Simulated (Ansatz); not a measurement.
**W2C: response to strain**

Take W2C (space group Pnnm, No. 58; a = 4.6774 Å, b = 5.2404 Å, c = 3.0084 Å; a cell from a computed database, its experimental status unchecked) as the base. Axes: x, y, z lie along a, b, c of the conventional cell.

Strains are applied to the cell and any free atomic positions relax; under biaxial strain the out-of-plane vector relaxes too.

Calculations: DFT with PBEsol, PAW potentials and a 420 eV plane-wave cutoff in Ansatz (an electronic-structure program), without spin-orbit coupling.

Notes on the quantities. pressure: mean of the normal stresses, compression positive.

```tsv
variant	volume per atom	pressure
base	12.29 Å³	0.0 GPa
biaxial strain +0.90 %, plane normal [001], relaxed out of plane	12.42 Å³	-3.8 GPa
biaxial strain +1.02 %, plane normal [001], relaxed out of plane	12.44 Å³	-4.3 GPa
biaxial strain +4.46 %, plane normal [001], relaxed out of plane	12.76 Å³	-12.6 GPa
isotropic strain −1.23 %	11.84 Å³	14.3 GPa
```

Without a gap, meshes like the base's 10×9×15 leave anisotropic stresses uncertain by several tenths of a GPa, and small strain energies with them. Stability against distortions was not tested. The final runs are not spin-polarised.
